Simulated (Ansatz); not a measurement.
Results of r²SCAN in Ansatz (plane waves, PAW) for cubic perovskite TlMnCl3.

Run with plane-wave cutoff 500 eV, 8×8×8 k mesh, Fermi–Dirac smearing 0.05 eV, spin-polarised start, scalar-relativistic PAW data made under PBE.

Cell (relaxed at this level):

```cif
data_Cl3MnTl
_chemical_formula_sum 'Mn1 Tl1 Cl3'
_space_group_name_H-M_alt 'P 1'
_space_group_IT_number 1
_cell_length_a 5.02222
_cell_length_b 5.02222
_cell_length_c 5.02222
_cell_angle_alpha 90.000
_cell_angle_beta 90.000
_cell_angle_gamma 90.000
loop_
_space_group_symop_operation_xyz
  'x, y, z'
loop_
_atom_site_label
_atom_site_type_symbol
_atom_site_fract_x
_atom_site_fract_y
_atom_site_fract_z
_atom_site_occupancy
Mn1 Mn 0.50000 0.50000 0.50000 1
Tl1 Tl 0.00000 0.00000 0.00000 1
Cl1 Cl 0.50000 0.00000 0.50000 1
Cl2 Cl 0.00000 0.50000 0.50000 1
Cl3 Cl 0.50000 0.50000 0.00000 1
```

Question: Predict the band gap.

Answer: 
band gap: 2.22 eV (on the SCF k mesh)

Note: the magnetic order was assumed, not searched for or taken from measurement; the relaxation could not lower the start's symmetry, so the cell can be a saddle point above a distorted one.

Spin–orbit coupling is not included; with these elements it can move the gap by several tenths of an eV or more.

Cost on a shared machine: around 80 core-seconds (rough).

Ansatz is a quantum-chemistry and plane-wave program.
